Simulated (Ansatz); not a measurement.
BP (R3m): band-edge transport data

```
CELL_PARAMETERS angstrom
      0.03024     2.25315     2.25315
      2.25315     0.03024     2.25315
      2.25315     2.25315     0.03024
ATOMIC_POSITIONS crystal
  B  0.00065 0.00065 0.00065
  P  0.24935 0.24935 0.24935
```

Method: r2SCAN with spin-orbit coupling, rigid bands (plane waves, PAW; Ansatz, an electronic-structure program). Condition of this run: biaxial stress in (111) of 8 GPa (compression positive) (the target of the relaxation). Cell: cell and atoms relaxed with PBEsol, then loaded as said.

The band gap is 1.24 eV and the electron conductivity mass (300 K, dilute) is 0.33 mₑ. The hole conductivity mass (300 K, dilute) comes out as 0.36 mₑ. The effective density of states N_c (300 K) is 4.8e19 cm⁻³ and the effective density of states N_v (300 K) is 1.2e19 cm⁻³. The density-of-states mass, electrons is 1.53 mₑ, the density-of-states mass, holes is 0.63 mₑ and the Seebeck coefficient, n-type 1e19 cm⁻³, 300 K comes out as -351 μV/K. The best n-type power factor at 300 K for τ = 10 fs (best axis; densities from 1e16 to 1e21 cm⁻³ tried, whether or not they can be reached) comes out as 22 μW/(cm·K²) at 1e20 cm⁻³ and the Seebeck coefficient, p-type 1e19 cm⁻³, 300 K is 274 μV/K.

Rigid bands; masses and Seebeck coefficients take one relaxation time τ for all states and one kind of carrier; polarons and phonon drag are left out. Geometry: cell and atoms relaxed with PBEsol.
